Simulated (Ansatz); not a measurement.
Cubic perovskite CsCaF3, treated with HSE06 (Ansatz, a program for electronic structure, plane waves, PAW).

Run with plane-wave cutoff 460 eV, 6×6×6 k mesh, Fermi–Dirac smearing 0.01 eV, scalar-relativistic PAW data made under PBE.

Pressure at four volumes; x = ln(V/18.836 Å³). One pressure is withheld.

```csv
V (Å³/atom),x,P (GPa)
17.850,-0.0538,2.91
18.836,0.0000,-0.12
19.259,0.0222,-1.16
19.729,0.0463,?
```

### Question
Pass a parabola P(x) through the three rows shown, estimate the bulk modulus and its pressure derivative near zero pressure, and predict the withheld pressure.

### Answer
Slopes between the rows: (-0.12 − (2.91))/(0.0000 − (-0.0538)) = -56.32 and (-1.16 − (-0.12))/(0.0222 − (0.0000)) = -46.85 GPa. Their difference over the span 0.0760 is c = 9.47/0.0760 = 124.6 GPa, so P(x) = 2.91 + (-56.32)(x − (-0.0538)) + 124.6 (x − (-0.0538))(x − (0.0000)). At the middle row B = −dP/dx = −[-56.32 + 124.6 × 0.0538] = 49.6 GPa, and B′ = dB/dP = 2c/B = 5.0. At x = 0.0463 the parabola gives -2.15 GPa; the run gives -2.17 GPa. The Birch–Murnaghan fit to the energies at all volumes has B0 = 50.1 GPa and B′ = 4.7.

Measured, for comparison: bulk modulus 50.9 GPa (room temperature, no zero-point or thermal correction; as tabulated in Vaitheeswaran et al. (2016), arXiv:1609.00541). Computed (rounded) less measured: bulk modulus -2 %.

Note: the relaxation could not lower the start's symmetry, so the cell can be a saddle point above a distorted one.

Spin–orbit coupling is not included.
